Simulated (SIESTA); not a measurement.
Input and output of a self-consistent single point for La3Al (Pm-3m, 4 atoms in the cell) (SIESTA).

Level of theory: GGA PBEsol, numerical atomic orbitals DZP, PseudoDojo PBEsol standard norm-conserving potentials (rewritten from UPF to PSML) run with SIESTA 5.4.2.

The change in words: lattice scaled by 0.98. Reference geometry:
```yaml
crystal:
  lattice:
    - [4.97745, 0.00000, 0.00000]
    - [0.00000, 4.97745, 0.00000]
    - [0.00000, 0.00000, 4.97745]
  atoms:
    - { symbol: La, position: [0.00000, 0.50000, 0.50000] }
    - { symbol: La, position: [0.50000, 0.00000, 0.50000] }
    - { symbol: La, position: [0.50000, 0.50000, 0.00000] }
    - { symbol: Al, position: [0.00000, 0.00000, 0.00000] }
```

Reference input (self-consistent single point, DFT, GGA PBEsol, numerical atomic orbitals DZP, PseudoDojo PBEsol standard norm-conserving potentials (rewritten from UPF to PSML)): XC.functional = GGA; XC.authors = PBEsol; potentials = PseudoDojo PBEsol standard; PAO.BasisSize = DZP; PAO.EnergyShift = 0.01 Ry; MeshCutoff = 350 Ry; kgrid.MonkhorstPack = 9 9 9; OccupationFunction = MP; OccupationMPOrder = 0; ElectronicTemperature = 2320.9 K; MaxSCFIterations = 150; SCF.Mixer.Method = Pulay. This run's input differs from it in these lines:

```diff
@@ -12,5 +12,5 @@
 %block LatticeVectors
-     4.977450000    0.000000000    0.000000000
-     0.000000000    4.977450000    0.000000000
-     0.000000000    0.000000000    4.977450000
+     4.877901000    0.000000000    0.000000000
+     0.000000000    4.877901000    0.000000000
+     0.000000000    0.000000000    4.877901000
 %endblock LatticeVectors
@@ -18,5 +18,5 @@
 %block AtomicCoordinatesAndAtomicSpecies
-     0.000000000    2.488725000    2.488725000  1
-     2.488725000    0.000000000    2.488725000  1
-     2.488725000    2.488725000    0.000000000  1
+     0.000000000    2.438950500    2.438950500  1
+     2.438950500    0.000000000    2.438950500  1
+     2.438950500    2.438950500    0.000000000  1
      0.000000000    0.000000000    0.000000000  2
```

The program printed (abridged):

```
        iscf     Eharris(eV)        E_KS(eV)     FreeEng(eV)     dDmax    Ef(eV) dHmax(eV)
   scf:    1    -2902.893908    -2927.319800    -2927.401635  1.557650 -5.221084  2.035632
   scf:    2    -2927.845609    -2927.615166    -2927.698210  0.056694 -5.306664  1.111767
   scf:    3    -2927.824104    -2927.728493    -2927.811627  0.049394 -5.372214  0.413771
   scf:    4    -2927.770775    -2927.752881    -2927.835752  0.033595 -5.409914  0.028864
   scf:    5    -2927.752519    -2927.752761    -2927.836122  0.004981 -5.412094  0.003402
   scf:    6    -2927.752927    -2927.752855    -2927.836100  0.000779 -5.410005  0.011564
   scf:    7    -2927.752685    -2927.752777    -2927.836126  0.000705 -5.411061  0.000477
   scf:    8    -2927.752766    -2927.752771    -2927.836126  0.000061 -5.411112  0.000231
   scf:    9    -2927.752773    -2927.752772    -2927.836126  0.000035 -5.411108  0.000001
   scf:   10    -2927.752772    -2927.752772    -2927.836126  0.000000 -5.411108  0.000001
SCF Convergence by DM+H criterion
max |DM_out - DM_in|         :     0.0000000999
max |H_out - H_in|      (eV) :     0.0000007124
SCF cycle converged after 10 iterations

Using DM_out to compute the final energy and forces

siesta: E_KS(eV) =            -2927.7528

siesta: E_KS - E_eggbox =     -2927.7528

siesta: Atomic forces (eV/Ang):
     1   -0.000000    0.000000   -0.000000
     2    0.000000   -0.000000   -0.000000
     3    0.000000    0.000000    0.000000
     4   -0.000000   -0.000000    0.000000
   Tot   -0.000000   -0.000000   -0.000000
   Max    0.000000
   Res    0.000000    sqrt( Sum f_i^2 / 3N )
   Max    0.000000    constrained

Stress tensor Voigt[x,y,z,yz,xz,xy] (kbar):      -31.03      -31.03      -31.03       -0.00        0.00       -0.00
(Free)E + p*V (eV/cell)    -2925.5886
   [... lines left out ...]
siesta: FreeEng =     -2927.836126
   [... lines left out ...]
siesta:    -0.019364   -0.000000    0.000000
siesta:    -0.000000   -0.019364   -0.000000
siesta:     0.000000   -0.000000   -0.019364

siesta: Cell volume =        116.064377 Ang**3

siesta: Pressure (static):
siesta:                Solid            Molecule  Units
siesta:           0.00021090          0.00021090  Ry/Bohr**3
siesta:           0.01936434          0.01936434  eV/Ang**3
siesta:          31.02509861         31.02509861  kBar
```

The run converged in 10 iterations. Against the reference run the free energy goes up by 15.4 meV/atom and the pressure goes from -0.29 to 3.10 GPa.

The starting cell comes from a database of computed structures (which also holds hypothetical and non-ambient phases and stackings), without a prior relaxation at this level. For this run, on top of that: lattice scaled by 0.98. Values carry the incompleteness of an atom-centred basis. With a pressure of about 3 GPa the cell is away from its equilibrium volume at this level.

Cost on one core of a shared machine: roughly 50 s.
